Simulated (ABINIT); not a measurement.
```yaml
crystal:
  lattice:
    - [6.47046, 0.00000, 0.00000]
    - [-3.23523, 5.60358, 0.00000]
    - [0.00000, 0.00000, 5.24724]
  atoms:
    - { symbol: Ge, position: [0.66667, 0.33333, 0.25000] }
    - { symbol: Ge, position: [0.33333, 0.66667, 0.75000] }
    - { symbol: Hg, position: [0.33728, 0.16864, 0.75000] }
    - { symbol: Hg, position: [0.66272, 0.83136, 0.25000] }
    - { symbol: Hg, position: [0.16864, 0.33728, 0.25000] }
    - { symbol: Hg, position: [0.83136, 0.66272, 0.75000] }
    - { symbol: Hg, position: [0.83136, 0.16864, 0.75000] }
    - { symbol: Hg, position: [0.16864, 0.83136, 0.25000] }
```

Level of theory: PBEsol, PAW (JTH v2.0 PBE PAW, files made for PBE) (plane waves; ABINIT).

The set-up and first iterations of an ABINIT log for Hg3Ge (P6_3/mmc, 8 atoms in the cell):

```
 Symmetries : space group P6_3/m m c (#194); Bravais hP (primitive hexag.)

 -outvars: echo values of preprocessed input variables --------
            acell      1.0000000000E+00  1.0000000000E+00  1.0000000000E+00 Bohr
             ecut      2.10000000E+01 Hartree
           enunit           2
              ixc     -116133
         kptrlatt        3    0    0      0    3    0      0    0    4
          kptrlen      3.66821928E+01
            natom           8
            nband          63
            ngfft          54      54      45
          ngfftdg          72      72      60
             nkpt           9
            nstep          50
             nsym          24
           ntypat           2
           occopt           7
        pawecutdg      4.20000000E+01 Hartree
         pawxcdev           0
            rprim      1.2227397590E+01 -6.7300000000E-08  0.0000000000E+00
   [... lines left out ...]
                       1.6864000000E-01  3.3728000000E-01  2.4999999999E-01
                       8.3136000000E-01  6.6272000000E-01  7.4999999999E-01
                       8.3136000000E-01  1.6864000000E-01  7.4999999999E-01
                       1.6864000000E-01  8.3136000000E-01  2.4999999999E-01
            znucl       32.00000   80.00000

== DATASET  1 ==================================================================

 Real(R)+Recip(G) space primitive vectors, cartesian coordinates (Bohr,Bohr^-1):
 R(1)= 12.2273976 -0.0000001  0.0000000  G(1)=  0.0817836  0.0472178  0.0000000
 R(2)= -6.1136987 10.5892370  0.0000000  G(2)=  0.0000000  0.0944355  0.0000000
 R(3)=  0.0000000  0.0000000  9.9158465  G(3)=  0.0000000  0.0000000  0.1008487
 Unit cell volume ucvol=  1.2838920E+03 bohr^3
 Angles (23,13,12)=  9.00000000E+01  9.00000000E+01  1.20000000E+02 degrees

 Coarse grid specifications (used for wave-functions):

 getcut: wavevector=  0.0000  0.0000  0.0000  ngfft=  54  54  45
         ecut(hartree)=     21.000   => boxcut(ratio)=   2.14133

 Fine grid specifications (used for densities):

 getcut: wavevector=  0.0000  0.0000  0.0000  ngfft=  72  72  60
         ecut(hartree)=     42.000   => boxcut(ratio)=   2.01841

   2.97161925E+04                                ecore*ucvol(ha*bohr**3)

_setup2: Arith. and geom. avg. npw (full set) are    5899.250    5899.242
--- !BeginCycle
solver: {iscf: 17, nstep: 50, nline: 4, wfoptalg: 10, }
tolerances: {tolvrs: 1.00E-10, }
...

     iter   Etot(hartree)      deltaE(h)  residm     nres2
 ETOT  1  -443.36693088600    -4.434E+02 1.271E+00 6.124E+01
 ETOT  2  -444.87810932285    -1.511E+00 3.292E-02 4.684E+01
 ETOT  3  -444.64819738358     2.299E-01 6.093E-02 2.002E+01
 ETOT  4  -444.73647555274    -8.828E-02 4.118E-03 3.483E+01
 ETOT  5  -444.66280622402     7.367E-02 2.038E-03 2.187E+01
```

**Question.** Will this run converge, and how will it end?

**Answer.** The run converged in 32 iterations. Its thresholds were met; that alone does not show that basis and mesh suffice. It ends on: free energy E − TS -12097.65 eV; Fermi level (on the code's own zero) 4.87 eV; pressure -4.36 GPa; largest force (vector length) 0.037 eV/Å. The log goes on:

```
   [... 23 lines left out ...]
 ETOT 29  -444.58044759188     1.923E-10 4.350E-05 1.587E-10
 ETOT 30  -444.58044759192    -3.848E-11 1.677E-05 2.374E-09
 ETOT 31  -444.58044759191     2.728E-12 3.354E-05 2.809E-10
 ETOT 32  -444.58044759191     4.377E-12 1.286E-05 1.375E-12
 At SCF step   32       nres2   =  1.38E-12 < tolvrs=  1.00E-10 =>converged.

 Cartesian components of stress tensor (hartree/bohr^3)
  sigma(1 1)=  1.00425971E-04  sigma(3 2)=  0.00000000E+00
  sigma(2 2)=  1.00425971E-04  sigma(3 1)=  0.00000000E+00
  sigma(3 3)=  2.44147916E-04  sigma(2 1)= -2.82317396E-14

 ----iterations are completed or convergence reached----

 reduced coordinates (array xred) for    8 atoms
       0.666666666667      0.333333333333      0.249999999995
       0.333333333333      0.666666666667      0.749999999995
       0.337280000001      0.168640000000      0.749999999995
       0.662719999999      0.831360000000      0.249999999995
       0.168640000000      0.337280000001      0.249999999995
       0.831360000000      0.662719999999      0.749999999995
       0.831360000000      0.168640000000      0.749999999995
       0.168640000000      0.831360000000      0.249999999995
 cartesian forces (eV/Angstrom) at end:
   [... lines left out ...]
 Fermi (or HOMO) energy (hartree) =   0.17894   Average Vxc (hartree)=  -0.37661
 Fermi (or HOMO) energy (eV) =   4.86929   Average Vxc (eV)= -10.24794
   [... lines left out ...]
local_psp           : -2.62219103398517E+02
internal            : -4.44579691664476E+02
'-kT*entropy'       : -7.54572005725754E-04
total_energy        : -4.44580446236482E+02
total_energy_eV     : -1.20976491791910E+04
...

-Cartesian components of stress tensor (GPa)         [Pressure= -4.3641E+00 GPa]
- sigma(1 1)=  2.95463358E+00  sigma(3 2)=  0.00000000E+00
- sigma(2 2)=  2.95463358E+00  sigma(3 1)=  0.00000000E+00
- sigma(3 3)=  7.18307847E+00  sigma(2 1)= -8.30606316E-10

 Calculation completed.
```

For comparison: a first run (DFT, LDA (PW92), plane waves, PAW (JTH v2.0 LDA PAW)) was changed to give this one (pseudos: [Ge.LDA_PW-JTH.xml, Hg.LDA_PW-JTH.xml] → [Ge.GGA_PBE-JTH.xml, Hg.GGA_PBE-JTH.xml]; ixc: 7 → -116133; potentials: JTH v2.0 LDA PAW → JTH v2.0 PBE PAW), and from it to this one the pressure goes from -6.42 to -4.36 GPa and the largest force goes from 0.033 to 0.037 eV/Å.

The starting cell comes from a database of computed structures (which also holds hypothetical and non-ambient phases and stackings), without a prior relaxation at this level. The potentials were made for another functional than the one used. With a pressure of about -4 GPa the cell is away from its equilibrium volume at this level.

The run was DFT, PBEsol, plane waves, PAW (JTH v2.0 PBE PAW, files made for PBE). Main settings of its input:

```
setting                                        value
----------  ----------------------------------------
pseudos     [Ge.GGA_PBE-JTH.xml, Hg.GGA_PBE-JTH.xml]
ecut                                           21 Ha
pawecutdg                                      42 Ha
pawxcdev                                           0
ixc                                          -116133
occopt                                             7
tsmear                                 0.00367493 Ha
ngkpt                                          3 3 4
nshiftk                                            1
shiftk                                         0 0 0
potentials                          JTH v2.0 PBE PAW
nband                                             63
```
